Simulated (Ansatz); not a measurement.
Pressure series in hypothetical P6_3/mmc SiS2

The reference is SiS2 in the 2H-MoS2 type structure (space group P6_3/mmc, No. 194; a = 3.2096 Å, c = 11.7670 Å; a hypothetical phase, not in the database extracts checked; layered, stacked along the Cartesian z axis).

Cell and atoms are relaxed at each pressure.

Method: PBE-D3(BJ), PAW, 420 eV (Ansatz, a first-principles code; without spin-orbit coupling).

```json
[
 {"variant": "base", "volume per atom": "17.50 Å³", "c/a ratio": "3.666"},
 {"variant": "pressure −1 GPa", "volume per atom": "18.11 Å³", "c/a ratio": "___"},
 {"variant": "pressure 0.9 GPa", "volume per atom": "17.11 Å³", "c/a ratio": "3.617"},
 {"variant": "pressure 2.1 GPa", "volume per atom": "16.70 Å³", "c/a ratio": "3.571"},
 {"variant": "pressure 4.5 GPa", "volume per atom": "16.08 Å³", "c/a ratio": "3.509"},
 {"variant": "pressure 9 GPa", "volume per atom": "15.16 Å³", "c/a ratio": "3.383"},
 {"variant": "pressure 15 GPa", "volume per atom": "___", "c/a ratio": "3.320"},
 {"variant": "pressure 22.5 GPa", "volume per atom": "13.60 Å³", "c/a ratio": "3.297"},
 {"variant": "pressure 30 GPa", "volume per atom": "12.96 Å³", "c/a ratio": "___"}
]
```

Problem. Complete the table.

Solution. 
- pressure −1 GPa, c/a ratio: 3.754
- pressure 15 GPa, volume per atom: 14.36 Å³
- pressure 30 GPa, c/a ratio: 3.267

Load acts through the strain it causes; cell and atoms are relaxed under it. Stability against distortions was not tested. Competing high-pressure phases were not computed. All final runs are without spin polarisation.
